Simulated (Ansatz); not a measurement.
# PrF3 (P-3c1, No. 165; cell taken from a computed entry)

The numbers are results of r²SCAN-D4 in Ansatz (plane waves, PAW), not measurements.

Run with plane-wave cutoff 500 eV, 12×12×6 k mesh (along the axes of the cell as run), gaussian smearing 0.02 eV, spin-polarised start, scalar-relativistic PAW data made under PBE.

Cell (relaxed at this level):

```cif
data_F18Pr6
_chemical_formula_sum 'Pr6 F18'
_space_group_name_H-M_alt 'P-3c1'
_space_group_IT_number 165
_space_group_name_Hall '-P 3 2"c'
_cell_length_a 7.05337
_cell_length_b 7.05337
_cell_length_c 7.20475
_cell_angle_alpha 90.000
_cell_angle_beta 90.000
_cell_angle_gamma 120.000
loop_
_atom_site_label
_atom_site_type_symbol
_atom_site_symmetry_multiplicity
_atom_site_Wyckoff_symbol
_atom_site_fract_x
_atom_site_fract_y
_atom_site_fract_z
_atom_site_occupancy
Pr1 Pr 6 f 0.34260 0.34260 0.25000 1
F1 F 2 a 0.00000 0.00000 0.25000 1
F2 F 4 d 0.33333 0.66667 0.18131 1
F3 F 12 g 0.37006 0.06064 0.08030 1
```

```json
{
  "equilibrium_volume_per_atom": "12.93 Å³/atom",
  "equilibrium_lattice_constant_a": "7.053 Å",
  "c axis length": "7.205 Å"
}
```

Note: the magnetic order was assumed, not searched for or taken from measurement; the relaxation could not lower the start's symmetry, so the cell can be a saddle point above a distorted one; the 4f shell is treated without U or exact exchange, so its levels and filling can be wrong.

Spin–orbit coupling is not included.

The computed numbers hold no vibrational or temperature effects.

Ansatz is a quantum-chemistry and plane-wave program.
